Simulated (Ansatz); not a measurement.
Base system: ZrB2 (space group P6/mmm, No. 191; a = 3.155 Å, c = 3.506 Å; relaxed with 0.1 eV smearing). Axes: x lies along a and z along c of the hexagonal cell.

Method: PBEsol (Ansatz, an electronic-structure program; PAW; 420 eV plane waves; no spin-orbit coupling).

For the base:

| Quantity | Result |
|---|---|
| Pressure | 0.0 GPa |

It is then changed as follows: biaxial strain −0.50 %, plane normal [001], relaxed out of plane (Cartesian); in-plane vectors clamped, the third vector and the atoms free.

Question: Predict the new pressure.

Answer: The pressure (mean of the normal stresses, compression positive) goes from zero to 1.9 GPa.

Question: What happens to the out-of-plane strain?

Answer: The out-of-plane strain amounts to +0.28 %.

No phonon test of stability was made. The final runs are not spin-polarised.
